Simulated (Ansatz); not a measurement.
The reference is SnO2 in the rutile structure (space group P4_2/mnm, No. 136; a = 4.769 Å, c = 3.212 Å). Axes: x, y, z lie along a, b, c of the conventional cell.

The values are results of PBEsol/PAW in Ansatz (a quantum-chemistry and plane-wave program), spin-orbit coupling left out, not measurements.

Base values:

- Valence-band top at Γ: 0.00, -0.77, -0.77 eV
- Shortest interatomic distance: 2.066 Å

Now apply this change: compressive biaxial strain of 1.80 % in the plane normal to [001], as in epitaxy on a mismatched substrate; the out-of-plane cell vector and the atoms relax.

**Question.** What does the calculation give for the valence-band top at Γ after the change?

**Answer.** The valence-band top at Γ (three highest levels, from the VBM) goes from 0.00, -0.77, -0.77 eV to 0.00, -0.75, -0.75 eV.

**Question.** Estimate the effect on the shortest interatomic distance.

**Answer.** The shortest interatomic distance falls by 0.035 Å, from 2.066 Å to 2.031 Å.

The levels and masses belong to the bands next to the band gap. Stability against distortions was not tested.
